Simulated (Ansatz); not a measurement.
## TiB2: transverse stress against strain

TiB2 (AlB2 type, P6/mmm, 8.175 Å³/atom at rest, c along z) under a strain ε along c (axis z), the other axes held. LDA in Ansatz, a plane-wave DFT program (PAW, default set), 420 eV, 13×13×10 Γ-centred mesh, Fermi-Dirac smearing 0.05 eV; ions are relaxed within the symmetry of each cell. Stress is positive for a compressed cell.

Here s stands for strain and y for stress xx.

```
strain (%)  stress xx (GPa)
----------  ---------------
-3.00                     ?
-1.50                  1.95
-1.00                  1.28
-0.50                  0.63
0.00                   0.00
0.50                  -0.60
1.00                  -1.17
1.50                  -1.71
```

The 7 complete rows are fitted with a straight line, y against s. Means: s 0, y 0.054. About the means, the sum of products is -8.5550 and the sum of squares of s is 7.0000; the slope is their ratio. Least squares gives y = 0.054 - 1.2221·s. Residuals (row less fit): 0.063, 0.004, -0.035, -0.054, -0.043, -0.002, 0.069; standard error 0.054 (degrees of freedom: 5). The slope gives the elastic constant C13 = 122 ± 2 GPa.

Predict the withheld y at s = -3.00 from the fit, and compare with the calculation.

y = 0.054 - 1.2221 × (-3.0) = 3.720 GPa. The calculation gives 4.05 GPa, 0.330 GPa above the prediction (5.7 % of the range of y in the table). The row lies outside the fitted rows, so this is an extrapolation. From the scatter of the fitted rows alone, a prediction at this place has a standard error of 0.085 GPa, so the miss is 3.9 times that.

One order more, fitted to all 13 runs of the series, follows each within 0.02, so the miss is the next term of a smooth law. In a metal these values are sensitive to mesh and smearing; energies are taken to zero smearing, stresses follow the free energy. Rows are the converged runs of the series near zero and its far end; series whose fitted rows scatter by over a few per cent of the range, as at a crossing or softening among them, aren't shown in this form. Most that stay on the fit to the last digits aren't either.
